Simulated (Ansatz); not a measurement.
InAs: energy against volume

InAs (zinc blende, F-43m, 28.195 Å³/atom and stress up to 0.01 GPa in the relaxed cell, cube axes along x, y and z) under an equal strain ε along all three axes. PBEsol in Ansatz, a plane-wave DFT program (PAW, default set), 420 eV, 9×9×9 Γ-centred mesh, Fermi-Dirac smearing 0.05 eV; ions are relaxed, or left where forces stay under 0.02 eV/Å, within the symmetry of each cell.

Here V stands for volume and E for E less E0.

| volume (Å³/atom) | E less E0 (meV/atom) | pressure (GPa) |
|---|---|---|
| 25.7332 | ? | ? |
| 26.5373 | 19.04 | 3.90 |
| 26.9456 | 10.51 | 2.81 |
| 27.3580 | 4.59 | 1.81 |
| 27.7746 | 1.12 | 0.87 |
| 28.1954 | 0.00 | 0.00 |
| 28.6205 | 1.09 | -0.80 |
| 29.0498 | 4.26 | -1.55 |
| 29.4833 | 9.40 | -2.24 |
| 29.9212 | 16.40 | -2.87 |

Problem. Using the third-order Birch-Murnaghan form, a cubic in V^(-2/3), estimate the missing E at V = 25.7332 from the other rows, showing the fit.

Solution. With u = V^(-2/3) - 0.1080, the rows have u = 0.0043989, 0.0032606, 0.0021397, 0.0010356, -0.0000520, -0.0011236, -0.0021792, -0.0032190, -0.0042438. Least squares gives E = 0.006 + 97.5·u + 947214·u² + 3267071·u³. Residuals (row less fit): -0.002, 0.003, 0.007, -0.006, -0.003, 0.002, 0.002, 0.002, -0.002; standard error 0.005 (degrees of freedom: 5). Its minimum lies at u = -0.0000515, so V0 = (0.1079485)^(-3/2) = 28.20. There d²E/du² = 1893000 and d³E/du³ = 1.960e7, so B0 = (4/9) × 28.20^(-7/3) × 1893000 × 0.160218 = 55.7 GPa (the last factor turns the table's units into GPa), and B0' = 4 + (2/3) × 0.1079485 × (1.960e7)/1893000 = 4.7. B0' rests on the cubic coefficient alone and has a standard error of 0.1 from these residuals. At the withheld row, u = 0.0067284, so E = 0.006 + 97.5 × 0.0067284 + 947214 × 0.0067284² + 3267071 × 0.0067284³ = 44.539 meV/atom. The calculation gives 44.46 meV/atom, 0.079 meV/atom below the prediction (0.2 % of the range of E in the table). The row lies outside the fitted rows, so this is an extrapolation. The scatter of the fitted rows lies at the last printed digit.

This level leaves no gap over 0.05 eV at strain -2.00, -1.50, -1.00, -0.50, 0.00, 0.50, 1.00, 1.50, 2.00 %. Other structures, which can take over under pressure, weren't tried. The same form fitted to the pressure column gives B0' = 4.7; series where the two differ by over 0.4 aren't shown. Rows are the converged runs of the series near zero and its far end, less any whose ions stayed unrelaxed beside relaxed ones; series whose fitted rows scatter by over a few per cent of the range, as at a crossing or softening among them, aren't shown in this form.
